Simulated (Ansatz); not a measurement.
**Worked example: self-consistent single point of Ag (Im-3m, 1 atom in the cell) in Ansatz (an electronic-structure program)**

Method: LDA (PW92), default PAW files made with PBE (plane waves; Ansatz).

The input file:

Ansatz 0.2 input:
```yaml
# Ag
crystal:
  lattice:
    - [-1.663933, 1.663933, 1.663933]
    - [1.663933, -1.663933, 1.663933]
    - [1.663933, 1.663933, -1.663933]
  atoms:
    - { symbol: Ag, position: [0.000000, 0.000000, 0.000000] }
basis:
  ecutwfc: 30.9 Ry
kpoints:
  mp_grid:
    grid: [14, 14, 14]
hamiltonian:
  xc: lda
  pseudopotentials:
    kind: paw
scf:
  occupations:
    method: fermi_dirac
    width: 0.0073 Ry
output:
  forces: true
  eigenvalues: true
  stress: true
```

Output (repeated stretches shortened):

```
WARN ansatz: RAYON_NUM_THREADS=1 ignored (pool sized by the plan → 1); use --threads N
Pseudopotentials: kind: paw
Pseudopotential: Ag, paw, valence charge 19
Crystal: 1 atoms, lattice volume = 18.428 Å³
Basis set: ecut = 420.4159175005146 eV, 369 PW (Γ)
Bands: 14, of which v1, the nominal top of the filled ones, is band 10 counted from 1 (9 counted from 0)
Symmetry: 48 space group operations
Space group: Im-3m (ITA 229), of the structure as read, at distance tolerance 2.6e-5 Å
k-points: 104 of 2744
PAW frozen core: Ag, regenerated for the run's functional, and the local potential with it
Initial density: superposition of atomic densities (neutral atoms: chi_scale 0, normalization atom), corrected by the library's trained network
Initial wavefunctions: pseudopotential atomic-orbital guess
Eigensolver: davidson
Functional: x = slater, c = lda
SCF iter   1: F=—  HF=-7458.016875 eV  |F-HF|=—  |Δ(HF+E_count)|=         —  Δρ=1.40e-2  dr2=3.13e-2  ethr=1.77e-3  ⟨swp⟩=4.7  Hψ=7108  notcnv=0
all-band conjugate gradients solve this SCF's bands
preconditioner: auto → Kerker (q_TF=auto, 2.742 Å⁻¹)
SCF iter   2: F=—  HF=-7458.008429 eV  |F-HF|=—  |Δ(HF+E_count)|=   8.45e-3  Δρ=4.16e-3  dr2=1.87e-3  ethr=1.65e-4  ⟨swp⟩=2.2  Hψ=2696  notcnv=0  defer=7
SCF iter   3: F=—  HF=-7458.007875 eV  |F-HF|=—  |Δ(HF+E_count)|=   5.54e-4  Δρ=1.71e-3  dr2=1.77e-4  ethr=9.82e-6  ⟨swp⟩=1.5  Hψ=1688  notcnv=0  defer=7
SCF iter   4: F=—  HF=-7458.007833 eV  |F-HF|=—  |Δ(HF+E_count)|=   4.21e-5  Δρ=1.62e-4  dr2=2.31e-6  ethr=9.34e-7  ⟨swp⟩=2.1  Hψ=2425  notcnv=0  defer=7
SCF iter   5: F=—  HF=-7458.007831 eV  |F-HF|=—  |Δ(HF+E_count)|=   2.43e-6  Δρ=1.99e-5  dr2=8.00e-8  ethr=1.22e-8  ⟨swp⟩=2.6  Hψ=2372  notcnv=0  defer=7
SCF iter   6: F=-7458.007831 eV  HF=-7458.007831 eV  |F-HF|=2.04e-10  |Δ(HF+E_count)|=   1.67e-8  Δρ=2.90e-6  dr2=1.15e-9  ethr=4.21e-10  ⟨swp⟩=2.7  Hψ=4814  notcnv=0
SCF 1 converged in 6 iterations: F = -7458.007831 eV  dr2 = 1.15e-9
SCF converged after 6 iterations
Free energy (F): -7458.007831 eV
Harris-Foulkes:  -7458.007831 eV  (|F-HF|=2.04e-10)
Internal energy: -7457.993972 eV  (E = F + TS)
E sigma→0 (E₀):  -7458.000901 eV
Entropy (-TS):   -0.013859 eV (-13.859 meV/atom)
Fermi energy:    15.266599 eV
--- Per-component energies (eV) ---
  E_band       = -268.335948
  E_kinetic    = 526.434737
  E_local      = -2317.961041  (includes V_loc(G=0)·N_el)
  E_nonlocal   = 86.780812
  E_hartree    = 1041.813504
  E_xc         = -182.986566
  E_vxc        = -233.693665  (∫ρ·V_xc dr)
  E_paw        = -3770.479702  (= ΣΔE_a)
  E_vpaw       = -413.525563  (= ΣTr[D̂ρ^β])
  E_aug_tail   = 0.000262  (compensation charges beyond the density's cutoff)
  E_ewald      = -2842.320786
  E_core_change = 0.724807  (= ΣΔE_core)
  E_smearing   = -0.013859  (= −TS)
  E_closure    = -0.000000  (closes the sum)
  Σ components = -7458.007831   (vs F -7458.007831, Δ=0.00e0)
--- Forces (eV/Å), atoms counted from 1 ---
  atom   1  Ag    -0.00000000    -0.00000000    -0.00000000
  max |Σ_I F_I| component: 2.05e-32 eV/Å
--- Stress (GPa, compression-positive) ---
      -12.245653      -0.000000      -0.000000
        0.000000     -12.245653      -0.000000
        0.000000      -0.000000     -12.245653
  P = ⅓ Tr σ = -12.2457 GPa (-122.457 kbar)
  The stress holds the Pulay correction. Without it, at fixed plane waves, as pw.x and ABINIT print it: P = -12.2646 GPa
--- Band table (eV; the first three rows and the last of 104) ---
  k-point 0: bands = ["-76.2975", "-39.7726", "-39.7726", "-39.7726", "7.9503", "10.6623", "10.6623", "10.6623", "11.8653", "11.8653", "32.8088", "32.8088", "32.8088", "37.8767"]
  k-point 1: bands = ["-76.2969", "-39.7789", "-39.7749", "-39.7725", "8.1090", "10.6257", "10.6690", "10.7491", "11.8260", "11.8679", "32.3441", "32.7387", "32.8985", "36.4072"]
  k-point 2: bands = ["-76.2951", "-39.7965", "-39.7814", "-39.7723", "8.5559", "10.5245", "10.6975", "10.9994", "11.7414", "11.8765", "30.6477", "32.1982", "33.1401", "35.1171"]
  k-point 103: bands = ["-76.2739", "-39.8700", "-39.8700", "-39.8700", "9.4115", "9.4115", "12.5384", "12.5384", "12.5384", "21.8343", "21.8343", "21.8343", "26.8135", "28.1718"]
```

The run converged in 6 iterations.

The starting cell comes from a database of computed structures (which also holds hypothetical and non-ambient phases and stackings), without a prior relaxation at this level. Its lattice was rescaled by up to half a per cent. With a pressure of about -12 GPa the cell is away from its equilibrium volume at this level. Ansatz's pressure includes its estimate of the finite-basis (Pulay) stress.
